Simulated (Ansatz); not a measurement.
The parent structure is PbSe in the rock salt structure (space group Fm-3m, No. 225; a = 6.2173 Å).

Levels (all Ansatz, an electronic-structure program, PAW, earlier PAW set): PBE (420 eV, scalar-relativistic without spin-orbit coupling); r2SCAN (500 eV, no spin-orbit coupling).

Levels that relaxed their own cell: PBE and r2SCAN.

```csv
level,band gap
PBE,0.44 eV
r2SCAN,0.67 eV
```

Measured: band gap 0.27 eV (temperature not stated; as listed in Manish Kothakonda et al., ACS Materials Au (2022)).

Computed minus measured — band gap: PBE +0.17 eV, r2SCAN +0.40 eV (closest: PBE). Measured values not marked as corrected hold thermal and zero-point effects that the static-lattice runs lack. A measured gap can be an optical one, lowered by exciton binding. Levels without spin-orbit coupling miss its effect on the gap.

Spin-orbit coupling, missing from the scalar runs, can matter with Pb. Gaps are read on the SCF mesh and a high-symmetry path. Whether these cells are dynamically stable was not tested.
